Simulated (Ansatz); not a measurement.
Defect migration in monoclinic HfO2: interstitial Sc, charge state +3. Calculation: PBE, PAW (plane waves to 420 eV; Ansatz, an electronic-structure program).

96-site cell at the relaxed PBE lattice, the Γ point alone, smearing 0.01 eV, spin-restricted, no finite-size correction. Static, classical nuclei. Spin-orbit coupling is left out. The charge state is imposed; whether it is stable for some Fermi level was not computed. Sites that were not tried may lie lower.

Barriers: single points on a 2×2×2 k-point mesh shifted by half a step at the bands' geometries.

Relaxed starting cell (atoms counted from 1):

```xyz
97
Lattice="10.3230 0.0000 0.0000 0.0000 10.4240 0.0000 -1.7966 0.0000 10.5531" Properties=species:S:1:pos:R:3 pbc="T T T"
Hf     0.8434     2.5562     3.7349
Hf    -0.0683     2.4712     8.9144
Hf     0.8175     7.4515     3.7386
Hf    -0.1229     7.5970     8.9747
Hf     5.9363     2.4163     3.7320
Hf     5.0529     2.4230     9.0292
Hf     5.9266     7.5782     3.7332
Hf     5.0888     7.5760     9.0387
Hf     3.5066     2.8759     1.5171
Hf     2.5827     2.8527     6.7979
Hf     3.5203     8.0381     1.4918
Hf     2.6313     7.9912     6.8418
Hf     8.6537     2.8191     1.5468
Hf     7.7372     2.8432     6.8252
Hf     8.5893     8.0060     1.5334
Hf     7.7148     8.0435     6.8567
Hf     3.0756     5.0078     4.1846
Hf     2.1468     5.0148     9.4503
Hf     3.0946    10.2341     4.1353
Hf     2.2357    10.2192     9.3315
Hf     8.1646     4.9915     4.1857
Hf     7.3013     4.9808     9.4588
Hf     7.9023    10.2222     4.3210
Hf     7.2540    10.2326     9.4756
Hf     1.4797     0.2755     0.7286
Hf     0.3286     0.2317     6.3475
Hf     1.2323     5.4461     1.0612
Hf     0.3144     5.4523     6.3849
Hf     6.3872     0.2312     1.1170
Hf     5.4232     0.2303     6.4509
Hf     6.4135     5.4236     1.1002
Hf     5.5273     5.4304     6.3886
O     -0.5171     0.9161     4.4373
O     -1.3082     0.9550     9.6823
O     -0.4315     6.0991     4.4902
O     -1.3214     6.1265     9.7564
O      4.7635     0.8980     4.4897
O      3.9131     0.8719     9.7298
O      4.7550     6.1059     4.4874
O      3.8625     6.1079     9.7627
O      4.6799     4.3489     0.8081
O      3.7962     4.3359     6.0750
O      4.6568     9.5681     0.7666
O      3.6634     9.5725     6.0686
O      9.8740     4.2701     0.7831
O      8.9341     4.3329     6.0748
O      9.8748     9.5992     0.9337
O      8.8730     9.5551     6.0808
O      4.2157     3.4998     3.4299
O      3.3123     3.5007     8.7209
O      4.1821     8.6918     3.4181
O      3.3668     8.6818     8.7084
O      9.4071     3.5143     3.4345
O      8.5132     3.5282     8.6810
O      9.3069     8.7170     3.4681
O      8.4839     8.7420     8.7573
O      0.0385     1.5989     1.8853
O     -0.8593     1.7381     7.0646
O     -0.0031     6.9037     1.8626
O     -0.8805     6.9472     7.1176
O      5.1890     1.7295     1.8311
O      4.2728     1.7344     7.1249
O      5.1986     6.9274     1.8330
O      4.3298     6.9194     7.1321
O      1.4537     3.9671     5.1567
O      0.5467     3.9154    10.4173
O      1.2742     9.2547     4.8332
O      0.5981     9.1488    10.2811
O      6.6011     3.8683     5.1593
O      5.7116     3.8756    10.4505
O      6.4628     9.0556     5.2257
O      5.7352     9.0730    10.4801
O      2.9449     1.4425    -0.0136
O      1.8673     1.4183     5.3351
O      2.8110     6.6025     0.1000
O      1.9205     6.6230     5.3854
O      7.9958     1.3406     0.1550
O      7.0233     1.3310     5.4490
O      7.9993     6.5404     0.1273
O      7.0952     6.5627     5.3959
O      2.3291     1.2214     2.6995
O      1.4843     1.2615     7.9608
O      2.3782     6.4611     2.7453
O      1.4784     6.4744     8.0214
O      7.5126     1.2509     2.7968
O      6.6195     1.2734     8.0653
O      7.5290     6.4841     2.7553
O      6.6562     6.4810     8.0491
O      1.8886     3.9395     2.5087
O      0.9912     3.9592     7.7691
O      1.8479     9.1643     2.3484
O      1.0319     9.1450     7.6652
O      7.0621     3.9356     2.5250
O      6.1519     3.9523     7.8078
O      6.9945     9.1582     2.5685
O      6.1276     9.1779     7.8460
Sc     0.1502    -0.2266     2.9658
```
Cell charge +3.

End state 1 differs by these moves (Å; atoms that move under 0.08 Å are left out):

```
atom  element     Δx     Δy     Δz
----  -------  -----  -----  -----
1          Hf  -0.01  -0.12   0.00
2          Hf  -0.02  -0.07   0.05
3          Hf  -0.04   0.17  -0.02
6          Hf  -0.05   0.03  -0.05
12         Hf  -0.05   0.03  -0.05
13         Hf  -0.04   0.17  -0.02
15         Hf  -0.01  -0.12   0.00
16         Hf  -0.02  -0.07   0.05
23         Hf   0.04  -0.05   0.22
25         Hf   0.04  -0.05   0.22
33          O   0.07  -0.07  -0.11
34          O   0.07  -0.07   0.06
47          O   0.07  -0.07  -0.11
48          O   0.07  -0.07   0.06
55          O   0.08   0.13  -0.09
57          O   0.08   0.13  -0.09
67          O   0.16  -0.15   0.28
68          O   0.01  -0.04   0.09
77          O   0.16  -0.15   0.28
78          O   0.01  -0.04   0.09
81          O   0.10   0.06   0.00
85          O   0.07   0.03   0.12
86          O  -0.02   0.03   0.09
91          O   0.07   0.03   0.12
92          O  -0.02   0.03   0.09
95          O   0.10   0.06   0.00
97         Sc  -1.20   0.47  -0.67
```

**Question.** Predict the forward and backward barriers to end state 1 from PBE, PAW.

**Answer.** forward 0.34 eV, backward 0.34 eV; at the saddle point atom 97 has neighbours 4 O at 2.00, O at 2.37, O at 2.38 Å. The program found a first-order saddle point.
